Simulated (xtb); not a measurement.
xtb 6.7.1, GFN1-xTB: Ta(NMe)(Cl)2(Me) (C[N]=[Ta]([CH3])([Cl])[Cl]), 12 atoms. The geometry is a generated start, not checked to be a minimum at this level.

* **run flags**: --grad
* **method**: GFN1-xTB
* **--acc**: 1 (default)
* **--etemp (K)**: 300 (default)
* **basis functions**: 54
* **valence electrons**: 38

```xyz
12

Ta    -0.6340    -0.2638     1.0104
N      0.2603    -0.9224    -0.3839
C      0.9364    -1.5579    -1.4406
H      0.6809    -1.0848    -2.3954
H      2.0207    -1.5008    -1.2977
H      0.6449    -2.6144    -1.4910
Cl     0.2186    -0.4809     3.0627
Cl    -2.8440    -0.5534     1.1308
C     -0.3525     1.9606     0.5018
H      0.6602     2.2877     0.7381
H     -1.0509     2.5407     1.1104
H     -0.5405     2.1893    -0.5456
```

Charge 0 and multiplicity 1 are set for this test and not shown to be the ground state.

One run each on 1 thread. Values of broydamp tried: 0.02, 0.05, 0.1, 0.2, 0.4 (default), 0.6, 0.8, 1.

How does the count of SCC iterations change with broydamp, and where is it least?

Fewest SCC iterations, within one of each other: 0.4 (default) with 11, 0.6 with 11. The count rises to 20 at 0.02. All converge to one solution.

```csv
broydamp,SCC iterations,end
0.02,20,same solution
0.05,18,same solution
0.1,15,same solution
0.2,13,same solution
0.4 (default),11,same solution
0.6,11,same solution
0.8,13,same solution
1,13,same solution
```
